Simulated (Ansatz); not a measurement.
**Sensitivity of a calculation on a sheet of InBi (4 atoms in the cell) to its settings**

```yaml
crystal:
  lattice:
    - [4.55716, 0.00000, 0.00000]
    - [-2.27858, 3.94662, 0.00000]
    - [0.00000, 0.00000, 19.84163]
  atoms:
    - { symbol: In, position: [0.66667, 0.33333, 0.42163] }
    - { symbol: In, position: [0.66667, 0.33333, 0.57837] }
    - { symbol: Bi, position: [0.33333, 0.66667, 0.35279] }
    - { symbol: Bi, position: [0.33333, 0.66667, 0.64721] }
```

Base run A: PBE in Ansatz (a quantum-chemistry and plane-wave program), self-consistent single point.

Its settings: kpoints.mp_grid.grid = 8 8 1; hamiltonian.xc = pbe; hamiltonian.pseudopotentials = {kind: paw} (the program's default PAW files); scf.occupations.method = cold; scf.occupations.width = 0.0147 Ry.

The starting cell was generated: these elements placed on a structure prototype, without a prior relaxation; it need not be a known phase or ordering of this composition.

ΔF is the free energy per atom less that of run A. 

Runs F sample the zone with one or two k-points, far too few for so small a cell.

Run A gave: largest force (eV/Å) 0.137; k-points 10; valence electrons 56.

Runs:
- B: 1 x 2 x 1 supercell, mesh divided to match; kpoints.mp_grid.grid: 8 8 1 → 8 4 1
- C: vacuum of 15 angstrom (first run: 14 Å)
- D: scf.occupations.width: 0.0147 Ry → 0.0367 Ry
- E: scf.convergence.dr2_threshold: default (1e-07 eV) → 0.001 eV
- F: kpoints.mp_grid.grid: 8 8 1 → 2 2 1
- G: scf.mixing.algorithm: default (the program chose MSR1) → anderson; scf.mixing.beta: default → 0.2

What does run D change against A?

The free energy rises by 13.1 meV/atom and the largest force goes from 0.137 to 0.154 eV/Å.

```csv
run,ΔF (meV/atom),largest force (eV/Å),k-points,valence electrons
A,0.00,0.137,10,56
B,0.00,0.137,13,112
C,0.00,0.137,10,56
D,13.1,0.154,10,56
E,0.00,0.138,10,56
F,320.7,1.298,2,56
G,0.00,0.137,10,56
```

Keys are those of Ansatz 0.2.
